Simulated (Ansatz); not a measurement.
System: Mg2SnO4 (Imma, No. 74, 14 atoms in the cell; start mp-34022). Method: PBEsol (Ansatz, a first-principles code, plane waves, PAW).

Settings: plane-wave cutoff 520 eV, 8×8×8 k mesh, Fermi–Dirac smearing 0.01 eV, scalar-relativistic PAW data made under PBE.

Cell (relaxed with PBEsol):

```
CELL_PARAMETERS angstrom
     -3.02847     3.11489     4.30890
      3.02847    -3.11489     4.30890
      3.02847     3.11489    -4.30890
ATOMIC_POSITIONS crystal
  Mg 0.11199 0.86199 0.25000
  Mg 0.88801 0.13801 0.75000
  Mg 0.50000 0.00000 0.00000
  Mg 0.50000 0.50000 0.50000
  Sn 0.00000 0.50000 0.50000
  Sn 0.50000 0.50000 0.00000
  O  0.74625 0.26201 0.01576
  O  0.25375 0.73799 0.98424
  O  0.74625 0.73049 0.48424
  O  0.25375 0.26951 0.51576
  O  0.74573 0.26420 0.48153
  O  0.25427 0.73580 0.51847
  O  0.28267 0.26420 0.01847
  O  0.71733 0.73580 0.98153
```

Task: Give the computed band gap.

Result: 
band gap: 2.69 eV

Spin–orbit coupling is not included.

Static lattice: no zero-point or thermal effects.

It cost roughly 70 core-seconds of CPU time.

A start named mp-… is a Materials Project structure, which need not be a measured phase.
